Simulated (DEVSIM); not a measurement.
System: W/SiON/p-Si capacitor, at 300 K.

```tsv
layer (left to right)	material	thickness (nm)	Na (cm⁻³)
1	SiON	2.70	-
2	Si	9000	4.1e15
```

Metal gate on the left, work function 4.6 eV. Fixed charge at the semiconductor interface -8.2e10 cm⁻² (in units of +e); no interface traps.

The device is made up for the run: typed textbook-type constants, with dimensions and the other settings drawn at random. Values at 300 K.

```csv
parameter,SiON,Si
gap (eV),7,1.124
affinity (eV),1.4,4.05
permittivity,5.5,11.7
Nc (cm⁻³),-,2.86e19
Nv (cm⁻³),-,3.1e19
```

Simulated with DEVSIM: 1D Poisson equation in equilibrium, Boltzmann statistics, complete ionisation; no quantum confinement or tunnelling. Metal contacts follow the ideal Schottky-Mott rule: no Fermi-level pinning, no interface dipoles.

### Question
Tabulate band edges, carrier densities and field at 0.1 V on the gate.

### Answer
Energies count from the Fermi level of the right contact; mesh points crowd at the junctions.

```tsv
x (μm)	Ec (eV)	Ev (eV)	n (cm⁻³)	p (cm⁻³)	field (V/cm)
0.000	3.100	-3.900	< 1e2	< 1e2	75000
0.001004	3.107	-3.893	< 1e2	< 1e2	75000
0.002050	3.115	-3.885	< 1e2	< 1e2	75000
0.003061	0.471	-0.653	3.5e11	3.3e8	22000
0.006041	0.478	-0.646	2.7e11	4.3e8	22000
0.01169	0.490	-0.634	1.7e11	6.9e8	22000
0.02444	0.517	-0.607	5.8e10	2.0e9	21000
0.06929	0.606	-0.518	1.9e9	6.0e10	18000
0.1544	0.738	-0.386	1.2e7	1.0e13	13000
0.3462	0.875	-0.249	57000	2.0e15	2500
0.7790	0.893	-0.231	28000	4.1e15	≈ 0
2.301	0.893	-0.231	28000	4.1e15	≈ 0
5.073	0.893	-0.231	28000	4.1e15	≈ 0
7.261	0.893	-0.231	28000	4.1e15	≈ 0
8.415	0.893	-0.231	28000	4.1e15	≈ 0
8.743	0.893	-0.231	28000	4.1e15	≈ 0
8.888	0.893	-0.231	28000	4.1e15	≈ 0
8.953	0.893	-0.231	28000	4.1e15	≈ 0
8.986	0.893	-0.231	28000	4.1e15	≈ 0
8.996	0.893	-0.231	28000	4.1e15	≈ 0
9.000	0.893	-0.231	28000	4.1e15	≈ 0
9.003	0.893	-0.231	28000	4.1e15	≈ 0
```
